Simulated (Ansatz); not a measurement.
Start from Ge in the diamond structure (space group Fd-3m, No. 227).

```
CELL_PARAMETERS angstrom
      0.00000     2.83720     2.83720
      2.83720     0.00000     2.83720
      2.83720     2.83720     0.00000
ATOMIC_POSITIONS crystal
  Ge 0.50000 0.50000 0.50000
  Ge 0.75000 0.75000 0.75000
```

Cartesian axes are those of the cell as printed.

Calculations: r2SCAN in Ansatz (plane waves to 500 eV, PAW, without spin-orbit coupling).

Base values:

The pressure is 0.01 GPa and the band gap is 0.36 eV. The valence-band top at Γ is 0.00, 0.00, 0.00 eV.

One thing is altered: uniaxial strain ε_xx = −1.39 %, all other strain components held at zero; the atoms relax in the strained cell.

**Question.** Estimate the effect on the pressure.

**Answer.** The pressure (mean of the normal stresses, compression positive) increases by 1.03 GPa to 1.04 GPa.

**Question.** What does the calculation give for the energy relative to the base after the change?

**Answer.** The energy grows by 1.8 meV/atom.

**Question.** What does the calculation give for the band gap after the change?

**Answer.** The band gap grows by 0.045 eV (0.36 eV → 0.40 eV).

**Question.** Predict the new valence-band top at Γ.

**Answer.** The valence-band top at Γ (three highest levels, from the VBM) goes from 0.00, 0.00, 0.00 eV to 0.00, -0.11, -0.11 eV.

Stability against distortions was not tested.

Ansatz is a program for electronic structure.
